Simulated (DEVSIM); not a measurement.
Structure: abrupt CdTe p-n junction, at 300 K.

Layer 1 from the left is CdTe, thickness (μm) 0.150, Na (cm⁻³) 3.2e17, τn (s) 2.4e-9, τp (s) 7.9e-10. Layer 2 from the left is CdTe, thickness (μm) 15.0, Nd (cm⁻³) 1.4e15, τn (s) 7.9e-10, τp (s) 7.9e-10.

Left contact: ohmic. Right contact: ohmic. Voltage is applied to the left contact. Recombination: SRH at mid-gap, radiative, Auger. Mobility is constant in doping.

The device is made up for the run: typed textbook-type constants, with dimensions and the other settings drawn at random. Values at 300 K.

CdTe: gap (eV) 1.5, affinity (eV) 4.28, permittivity 10.2, Nc (cm⁻³) 8e17, Nv (cm⁻³) 1.8e19, μn (cm²/Vs) 1000, μp (cm²/Vs) 80, B (cm³/s) 1e-10, Cn (cm⁶/s) 1e-30, Cp (cm⁶/s) 1e-30.

Question: Estimate by hand the built-in potential, the peak field at zero bias, the capacitance at -3 V, and compare with a numerical solution.

Answer: 
- Built-in potential: ni = √(Nc Nv) exp(−Eg/2kT) = 954000 cm⁻³ with Eg = 1.500 eV; Vbi = kT/q ln(Na Nd/ni²) = 1.232 V; numerical 1.232 V.
- Peak field at zero bias: depletion approximation: W = √(2εVbi/(qN)) = 0.998 μm with N = 1.39e15 cm⁻³; field = 2Vbi/W = 24700 V/cm; numerical 38400 V/cm (estimate below by 36 %).
- Capacitance at -3 V: C = √(qεN / 2(Vbi + |V|)) = 4.88 nF/cm²; numerical 4.92 nF/cm² (estimate below by 0.77 %).

DEVSIM, 1D drift-diffusion, Boltzmann statistics, complete ionisation; no tunnelling, impact ionisation, image-force lowering or self-heating.
